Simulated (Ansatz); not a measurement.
Worked example: self-consistent single point of SnSeS (P3m1, 3 atoms in the cell) in Ansatz (a first-principles code).

Computed with LDA (PW92), default PAW files made with PBE (plane waves; Ansatz).

The change in words: lattice scaled by 0.98; basis.ecutwfc: 30.9 Ry → 18.4 Ry. Reference geometry:
```
CELL_PARAMETERS angstrom
      3.77900     0.00000     0.00000
     -1.88950     3.27271     0.00000
      0.00000     0.00000     6.39585
ATOMIC_POSITIONS crystal
  Sn 0.33333 0.66667 0.01547
  Se 0.00000 0.00000 0.75771
  S  0.66667 0.33333 0.23464
```

Reference input (self-consistent single point, DFT, LDA (PW92), plane waves, default PAW files made with PBE): basis.ecutwfc = 30.9 Ry; kpoints.mp_grid.grid = 8 8 4; hamiltonian.xc = lda; hamiltonian.pseudopotentials = {kind: paw} (the program's default PAW files); scf.occupations.method = fixed. This run's input differs from it in these lines:

Ansatz 0.2 input:
```diff
@@ -2,5 +2,5 @@
   lattice:
-    - [3.779001, 0.000000, 0.000000]
-    - [-1.889500, 3.272711, 0.000000]
-    - [0.000000, 0.000000, 6.395850]
+    - [3.703421, 0.000000, 0.000000]
+    - [-1.851710, 3.207257, 0.000000]
+    - [0.000000, 0.000000, 6.267933]
   atoms:
@@ -10,3 +10,3 @@
 basis:
-  ecutwfc: 30.9 Ry
+  ecutwfc: 18.4 Ry
 kpoints:
```

Output (repeated stretches shortened):

```
SCF iter   1: F=—  HF=-12132.414815 eV  |F-HF|=—  |Δ(HF+E_count)|=         —  Δρ=1.13e-2  dr2=5.76e-2  ethr=1.77e-3  ⟨swp⟩=4.8  Hψ=2997  notcnv=0  defer=69
all-band conjugate gradients solve this SCF's bands
preconditioner: auto → Resta (q_TF=auto, 2.417 Å⁻¹)
SCF iter   2: F=—  HF=-12132.340663 eV  |F-HF|=—  |Δ(HF+E_count)|=   7.42e-2  Δρ=4.47e-3  dr2=8.22e-3  ethr=1.60e-4  ⟨swp⟩=2.0  Hψ=1750  notcnv=0  defer=70
   [... lines left out ...]
SCF iter   4: F=—  HF=-12132.333974 eV  |F-HF|=—  |Δ(HF+E_count)|=   2.76e-4  Δρ=2.65e-4  dr2=1.14e-4  ethr=2.12e-6  ⟨swp⟩=2.0  Hψ=1053  notcnv=0  defer=70
SCF iter   5: F=—  HF=-12132.333940 eV  |F-HF|=—  |Δ(HF+E_count)|=   3.41e-5  Δρ=7.66e-5  dr2=5.62e-6  ethr=3.16e-7  ⟨swp⟩=2.6  Hψ=1351  notcnv=0  defer=1
SCF iter   6: F=—  HF=-12132.333940 eV  |F-HF|=—  |Δ(HF+E_count)|=   1.61e-7  Δρ=1.96e-5  dr2=5.05e-7  ethr=1.56e-8  ⟨swp⟩=2.0  Hψ=836  notcnv=0
SCF iter   7: F=-12132.333940 eV  HF=-12132.333940 eV  |F-HF|=6.00e-9  |Δ(HF+E_count)|=   7.46e-8  Δρ=5.85e-6  dr2=4.24e-8  ethr=2.78e-10  ⟨swp⟩=6.3  Hψ=3438  notcnv=0
SCF 1 converged in 7 iterations: F = -12132.333940 eV  dr2 = 4.24e-8
Free energy (F): -12132.333940 eV
Internal energy: -12132.333940 eV  (E = F + TS)
E sigma→0 (E₀):  -12132.333940 eV
Fermi energy:    6.948684 eV
--- Forces (eV/Å), atoms counted from 1 ---
  atom   1  Sn     0.00000000     0.00000000    -0.87889743
  atom   2  Se     0.00000000     0.00000000     0.05554720
  atom   3  S     -0.00000000    -0.00000000     0.82346509
--- Stress (GPa, compression-positive) ---
        0.845506      -0.000000      -0.000000
        0.000000       0.845506      -0.000000
       -0.000000      -0.000000       0.995967
  P = ⅓ Tr σ = 0.8957 GPa (8.957 kbar)
  The stress holds the Pulay correction. Without it, at fixed plane waves, as pw.x and ABINIT print it: P = -15.1051 GPa
```

The run converged in 7 iterations. Against the reference run the free energy rises by 314 meV/atom, the pressure goes from -3.21 to 0.90 GPa, the largest force goes from 0.789 to 0.879 eV/Å and the gap on the mesh goes from 0.632 to 0.731 eV.

The starting cell comes from a database of computed structures (which also holds hypothetical and non-ambient phases and stackings), without a prior relaxation at this level. Its lattice was rescaled by up to half a per cent. One atom was moved a little off its site on purpose. For this run, on top of that: lattice scaled by 0.98. Ansatz's pressure includes its estimate of the finite-basis (Pulay) stress. Without the estimate this run gives -15.11 GPa. The cutoff lies below the one recommended for these files.
